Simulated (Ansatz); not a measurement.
## W (I4/mmm): band-structure transport figures

Data:

```yaml
crystal:
  lattice:
    - [-1.57611, 1.57611, 1.58120]
    - [1.57611, -1.57611, 1.58120]
    - [1.57611, 1.57611, -1.58120]
  atoms:
    - { symbol: W, position: [0.00000, 0.00000, 0.00000] }
```

All values below come from PBEsol, rigid bands (plane waves, PAW, scalar-relativistic; Ansatz, an electronic-structure program). Condition of this run: uniaxial stress zz = -1 GPa (compression positive) (the target of the relaxation). Geometry: cell and atoms relaxed with PBEsol, then loaded as said.

```json
{
 "density of states at the Fermi level": "0.440 states/(eV·cell), both spins",
 "bare Sommerfeld coefficient": "1.04 mJ/(mol of atoms·K²)",
 "drude_plasma_energy": "7.8 eV",
 "root-mean-square Fermi velocity": "9.1e5 m/s",
 "resistivity times τ": "8.0 ×10⁻²² Ω·m·s"
}
```

A metal at this level (no band gap); rigid bands, thermally averaged at 300 K, both spins. Spin-orbit coupling is left out, which matters with elements this heavy. τ is one relaxation time for all states.
